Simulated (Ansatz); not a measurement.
The parent structure is MgI₂ in the CdI2 type structure (space group P-3m1, No. 164; layered, stacked along the Cartesian z axis).

```xyz
3
Lattice="4.0597 0.0000 0.0000 -2.0299 3.5158 0.0000 0.0000 0.0000 6.5802" Properties=species:S:1:pos:R:3 pbc="T T T"
Mg     0.0000     0.0000     0.0000
I      0.0000     2.3439     1.6714
I      2.0299     1.1719     4.9088
```

Cartesian axes are those of the cell as printed.

The values are results of Ansatz (an electronic-structure program), PBEsol-D3(BJ), PAW, cutoff 420 eV, no SOC, not measurements.

Strains are applied to the cell and any free atomic positions relax.

One change was made to it. Results:

```csv
quantity,base,after
shortest interatomic distance,2.879 Å,2.875 Å
smallest direct gap,3.69 eV,3.64 eV
band gap,3.34 eV,3.28 eV
"valence-band top at Γ (three highest levels, from the VBM)","0.00, -0.14, -0.14 eV","0.00, -0.21, -0.21 eV"
energy relative to the base (free energy F),0 meV/atom,+0.3 meV/atom
```

Problem. Name the change that was made.
A. uniaxial strain ε_zz = −1.00 %
B. uniaxial strain ε_zz = +3.00 %
C. uniaxial strain ε_zz = −3.00 %
D. uniaxial strain ε_zz = +1.00 %
E. uniaxial strain ε_zz = +1.50 %

Solution. A, uniaxial strain ε_zz = −1.00 %. For comparison, the band gap in the other runs: uniaxial strain ε_zz = +1.50 % gives 3.42 eV; uniaxial strain ε_zz = +1.00 % gives 3.39 eV; uniaxial strain ε_zz = −3.00 % gives 3.17 eV; uniaxial strain ε_zz = +3.00 % gives 3.46 eV.

Spin-orbit coupling, missing from the scalar runs, can matter with I. Stability against distortions was not tested.
